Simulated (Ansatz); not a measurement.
Functionals compared on the (311) surface of fcc Au in its 1x1 cell, outermost plane spacing 1.25 Å in the ideal cut, in Ansatz (plane waves, PAW). The structure was relaxed with PBE; the other rows are single points on it, each with its references at the same level. Cutoff 420 eV (500 eV for r2SCAN).

Set-up: 9 atoms, 10.0 Å thick at the start (thin: gaps and levels are the slab's own); mesh 13x8x1; 0.1 eV smearing; dipole correction on; all atoms relaxed; held to the part of the start's symmetry that mesh and held atoms allow; no spin, no spin-orbit, no U. These notes are the PBE run's.

```tsv
functional	surface energy (J/m²)	work function of the top face (eV)	rough cost of the single point
PBE	0.88	5.05	–
LDA	1.39	5.46	very roughly 2.2 core-minutes
PBEsol	1.23	5.17	around 110 core-seconds (rough)
RPBE	0.65	4.87	very roughly 100 core-seconds
r2SCAN	1.07	5.05	very roughly 4 core-minutes
```

Ansatz is a quantum-chemistry and plane-wave program.
